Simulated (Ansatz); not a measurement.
## Mo under a change: x(Cr) = 0.333, 3 atoms, P-3m1

Start from Mo in the bcc (W type) structure (space group Im-3m, No. 229; a = 3.1296 Å).

The other end (x = 1) is Cr in the bcc (W type) structure (space group Im-3m, No. 229; non-magnetic): 11.14 Å³/atom, gap zero.

Perturbation: Cr replaces 33.3 % of the Mo, ordered in a cell of 3 atoms (starting symmetry P-3m1) and fully relaxed.

Computed with DFT with PBEsol, PAW potentials and a 420 eV plane-wave cutoff in Ansatz (a quantum-chemistry and plane-wave program), no SOC. Γ-centred 13×13×17 mesh, Fermi–Dirac width 0.05 eV, for the changed cell.

The volume per atom drops by 1.28 Å³ (15.33 Å³ → 14.05 Å³) and the shortest interatomic distance decreases by 0.158 bohr to 4.964 bohr. The band gap remains zero and the mixing energy is +0.08 eV/atom (to 0.01 eV only: unlike meshes or grids). The deviation of the volume from the linear (Vegard-type) interpolation comes out as +0.8 %.

Final structure:

```xyz
3
Lattice="4.2895 0.0000 0.0000 -2.1448 3.7149 0.0000 0.0000 0.0000 2.6446" Properties=species:S:1:pos:R:3 pbc="T T T"
Mo     2.1448     1.2383     2.1975
Cr     0.0000     0.0000     1.3223
Mo     0.0000     2.4766     0.4471
```

These are small ordered cells, not random alloys; other orderings at the same x differ. Stability against distortions was not tested. Seeded moments were not kept for x(Cr) = 0.333, 3 atoms, P-3m1 and Mo → Cr. The final runs are not spin-polarised. Real Cr is antiferromagnetic at low temperature and ambient pressure, an order that this cell doesn't hold.
